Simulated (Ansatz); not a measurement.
**C (model structure, started from the Ge type, P4₃2₁2, No. 96, 12 atoms in the cell)**

Calculation: PBEsol (Ansatz, an electronic-structure program, plane waves, PAW).

Run with plane-wave cutoff 520 eV, 8×8×8 k mesh, Fermi–Dirac smearing 0.01 eV, scalar-relativistic PAW data made under PBE.

Cell (relaxed at this level):

Space group P4₃2₁2 (No. 96); a = 3.7829 Å, b = 3.7829 Å, c = 4.6487 Å, α = 90.00°, β = 90.00°, γ = 90.00°

| atom | site | symmetry | x | y | z |
|---|---|---|---|---|---|
| C | 4a | ..2 | 0.0758 | 0.0758 | 0.0000 |
| C | 8b | 1 | 0.1666 | 0.3793 | 0.2174 |

```json
{
  "band_gap": "4.91 eV (indirect)",
  "smallest_direct_gap_on_the_k_points_sampled": "5.47 eV"
}
```

Note: the relaxation could raise the start's symmetry but not lower it, so the cell can be a saddle point.

Computing time: very roughly 30 core-seconds.

A model structure was made by putting elements into a prototype or built by hand; it is no filed structure, need not be a known phase, and can be a saddle point held by its symmetry.
